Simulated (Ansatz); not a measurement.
La2O3: strain tensor (xx, yy, zz, yz, xz, xy) = (+0.60, +0.04, +0.91, +0.32, −0.15, −1.66) %

Base system: La$_{2}$O$_{3}$ (space group P-3m1, No. 164; a = 3.906 Å, c = 6.039 Å). Axes: x lies along a and z along c of the hexagonal cell.

Now apply this change: strain tensor (xx, yy, zz, yz, xz, xy) = (+0.60, +0.04, +0.91, +0.32, −0.15, −1.66) %; the atoms relax in the strained cell.

Method: PBEsol, PAW, 420 eV (Ansatz, a program for electronic structure; scalar-relativistic without spin-orbit coupling), earlier PAW set. Γ-centred 10×10×6 mesh, Fermi–Dirac width 0.05 eV.

| quantity | base | changed | shift |
|---|---|---|---|
| space group | P-3m1 (No. 164) | P-1 (No. 2) | – |
| shortest interatomic distance | 2.349 Å | 2.356 Å | +0.007 Å |
| energy relative to the base (free energy F) | 0 meV/atom | +4.3 meV/atom | +4.3 meV/atom |
| pressure (mean of the normal stresses, compression positive) | 0.01 GPa | -1.74 GPa | -1.75 GPa |
| band gap | 3.77 eV | 3.70 eV | -0.079 eV |
| gap character | – | indirect, k = (0.200, 0.300, -1/2) in the run's primitive reciprocal basis → Y | – |
| smallest direct gap | 3.86 eV | 3.92 eV | +0.06 eV |
| largest internal atomic displacement | – | 0.025 Å | – |
| stress (xx, yy, zz, yz, xz, xy; compression positive) | – | (-2.24, -1.32, -1.66, -0.59, 1.22, 1.48) GPa | – |

Final structure:

```
La2O3
1.0
    3.92989    -0.06485    -0.00566
   -2.02111     3.41687     0.01366
   -0.00876     0.01933     6.09437
La O
2 3
Direct
  0.33952   0.66679   0.24664
  0.66048   0.33321   0.75336
  0.00000   0.00000   0.00000
  0.33576   0.66611   0.64538
  0.66424   0.33389   0.35462
```

Stability against distortions was not tested. Labels are those of the standard path for the cell's own space group.
